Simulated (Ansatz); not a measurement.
For Pt3Sn (Pm-3m, No. 221, 4 atoms in the cell; start mp-20971), PBEsol (PAW; Ansatz, a first-principles code) gives:

| Item | Value |
|---|---|
| equilibrium lattice constant a | 4.006 Å |
| bulk modulus | 230 GPa |

Task: What does r²SCAN (PAW; Ansatz) give for the same quantities?

Result: 
- lattice constant a: 4.025 Å (goes up by 0.5 %)
- bulk modulus: 222 GPa (drops by 3.5 %)

Changes are worked out from the printed values.

Unless a cell is named, each level is at its own relaxed cell (PBEsol 16.07, r²SCAN 16.31 Å³/atom).

Levels without +SOC leave out spin–orbit coupling, which shifts energies and cells of such heavy elements.

The crystal itself was run without spin with PBEsol, r²SCAN; a magnetic state was not tried in these runs.

Caveats: the bulk modulus is −V dP/dV from two relaxed cells at ±2 % in volume (PBEsol, r²SCAN); the relaxation could not lower the start's symmetry, so the cell can be a saddle point above a distorted one (PBEsol, r²SCAN). Ansatz's density-functional and Hartree–Fock values are scalar-relativistic unless marked +SOC, with PAW data made under PBE.

A start named mp-… is a Materials Project structure, which need not be a measured phase.
